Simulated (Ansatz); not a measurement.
# A computed series for HfC: response to strain

The reference is HfC in the rock salt structure (space group Fm-3m, No. 225; a = 4.607 Å; relaxed with 0.1 eV smearing).

Strains are applied to the cell and any free atomic positions relax.

Computed with DFT with PBEsol, PAW potentials and a 420 eV plane-wave cutoff in Ansatz (a program for electronic structure), scalar-relativistic without spin-orbit coupling.

Notes on the quantities. energy relative to the base: free energy F.

| case | energy relative to the base | pressure | volume per atom |
|---|---|---|---|
| base | 0 meV/atom | 0.0 GPa | 12.22 Å³ |
| isotropic strain −3.00 % | +84 meV/atom | 27.1 GPa | 11.16 Å³ |
| isotropic strain −2.50 % | ___ | 21.9 GPa | 11.33 Å³ |
| isotropic strain −2.00 % | +36 meV/atom | 16.9 GPa | 11.50 Å³ |
| isotropic strain −1.50 % | +20 meV/atom | 12.3 GPa | 11.68 Å³ |
| isotropic strain −1.00 % | +8.8 meV/atom | 7.9 GPa | 11.86 Å³ |
| isotropic strain −0.50 % | +2.2 meV/atom | 3.8 GPa | 12.04 Å³ |
| isotropic strain +1.50 % | +18 meV/atom | -10.2 GPa | 12.78 Å³ |
| isotropic strain +2.00 % | +32 meV/atom | -13.1 GPa | 12.97 Å³ |
| isotropic strain +2.50 % | ___ | -15.9 GPa | 13.16 Å³ |

Problem. Complete the table.

Solution. 
- isotropic strain −2.50 %, energy relative to the base: +57 meV/atom
- isotropic strain +2.50 %, energy relative to the base: +50 meV/atom

Whether these cells are dynamically stable was not tested. The final runs are not spin-polarised.
